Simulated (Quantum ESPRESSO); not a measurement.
A self-consistent single point of MnSiNi (P6_3/mmc, 6 atoms in the cell) with Quantum ESPRESSO.

Method: LDA (PW92), PseudoDojo standard norm-conserving (LDA) pseudopotentials (plane waves; Quantum ESPRESSO).

The change in words: lattice scaled by 0.98. Reference geometry:
```
MnSiNi
1.0
    4.05641     0.00000     0.00000
   -2.02820     3.51295     0.00000
    0.00000     0.00000     4.84422
Mn Si Ni
2 2 2
Direct
  0.66667   0.33333   0.75000
  0.33333   0.66667   0.25000
  0.33333   0.66667   0.75000
  0.66667   0.33333   0.25000
  0.00000   0.00000   0.50000
  0.00000   0.00000   0.00000
```
Moments meant for the start (each program seeds them in its own way; μB, in the order of the atoms Mn Mn Si Si Ni Ni): 4.0 4.0 0.0 0.0 0.0 0.0.

Reference input (self-consistent single point, DFT, LDA (PW92), plane waves, PseudoDojo standard norm-conserving (LDA) pseudopotentials): ecutwfc = 100 Ry; occupations = smearing; smearing = gauss; degauss = 0.0099958 Ry; nspin = 2; potentials = {Mn: Mn.upf, Si: Si.upf, Ni: Ni.upf}; K_POINTS = automatic 6 6 5 0 0 0; conv_thr = 1e-09 Ry; mixing_beta = 0.5. This run's input differs from it in these lines:

```diff
@@ -29,7 +29,7 @@
 ATOMIC_POSITIONS {angstrom}
-Mn    2.0282049688    1.1709846847    3.6331650000
-Mn    0.0000000000    2.3419693694    1.2110550000
-Si    0.0000000000    2.3419693694    3.6331650000
-Si    2.0282049688    1.1709846847    1.2110550000
-Ni    0.0000000000    0.0000000000    2.4221100000
+Mn    1.9876409425    1.1475650332    3.5605020000
+Mn    0.0000000000    2.2951300664    1.1868340000
+Si    0.0000000000    2.2951300664    3.5605020000
+Si    1.9876409425    1.1475650332    1.1868340000
+Ni    0.0000000000    0.0000000000    2.3736680000
 Ni    0.0000000000    0.0000000000    0.0000000000
@@ -38,5 +38,5 @@
 CELL_PARAMETERS {bohr}
-   7.6655038312     0.0000000000     0.0000000000
-  -3.8327519156     6.6385210506     0.0000000000
-   0.0000000000     0.0000000000     9.1542490874
+   7.5121940308     0.0000000000     0.0000000000
+  -3.7560970154     6.5057508688     0.0000000000
+   0.0000000000     0.0000000000     8.9711648616
```

Output, abridged:

```
     Self-consistent Calculation

     iteration #  1     ecut=   100.00 Ry     beta= 0.50

---- Real-time Memory Report at c_bands before calling an iterative solver
           302 MiB given to the printing process from OS
           270 MiB allocation reported by mallinfo(arena+hblkhd)
------------------

     Threshold (ethr) on eigenvalues was too large:
     Diagonalizing with lowered threshold

---- Real-time Memory Report at c_bands before calling an iterative solver
           322 MiB given to the printing process from OS
           276 MiB allocation reported by mallinfo(arena+hblkhd)
------------------

   [... lines left out ...]

---- Real-time Memory Report at c_bands before calling an iterative solver
           367 MiB given to the printing process from OS
           336 MiB allocation reported by mallinfo(arena+hblkhd)
------------------

     Magnetic moment per site  (integrated on atomic sphere of radius R)
     atom   1 (R=0.238)  charge= 13.0715  magn=  1.2526
     atom   2 (R=0.238)  charge= 13.0715  magn=  1.2526
     atom   3 (R=0.238)  charge=  1.7976  magn= -0.0330
     atom   4 (R=0.238)  charge=  1.7976  magn= -0.0330
     atom   5 (R=0.246)  charge= 16.5475  magn=  0.1277
     atom   6 (R=0.246)  charge= 16.5475  magn=  0.1277
     End of self-consistent calculation

     the Fermi energy is    17.6352 ev

!    total energy              =   -1123.06865663 Ry
     estimated scf accuracy    <          1.7E-11 Ry
     smearing contrib. (-TS)   =      -0.00407114 Ry
     internal energy E=F+TS    =   -1123.06458549 Ry

     total magnetization       =     2.83 Bohr mag/cell
     absolute magnetization    =     3.15 Bohr mag/cell

     convergence has been achieved in  17 iterations

     Forces acting on atoms (cartesian axes, Ry/au):

     atom    1 type  1   force =     0.00000000    0.00000000    0.00000000
   [... zero for the other atoms too ...]

     Total force =     0.000000     Total SCF correction =     0.000000

          total   stress  (Ry/bohr**3)                   (kbar)     P=      -47.73
  -0.00032197  -0.00000000   0.00000000          -47.36       -0.00        0.00
  -0.00000000  -0.00032197   0.00000000           -0.00      -47.36        0.00
   0.00000000   0.00000000  -0.00032938            0.00        0.00      -48.45

   JOB DONE.
```

The run converged in 17 iterations. Against the reference run the free energy drops by 40.1 meV/atom, the pressure goes from -13.76 to -4.77 GPa and the size of the net moment goes from 0.65 to 0.47 μB/atom.

The starting cell comes from a database of computed structures (which also holds hypothetical and non-ambient phases and stackings), without a prior relaxation at this level. For this run, on top of that: lattice scaled by 0.98. The magnetic order is the one reached from the typed start; others were not searched systematically. With a pressure of about -5 GPa the cell is away from its equilibrium volume at this level.

Cost on one core of a shared machine: roughly 5 min.
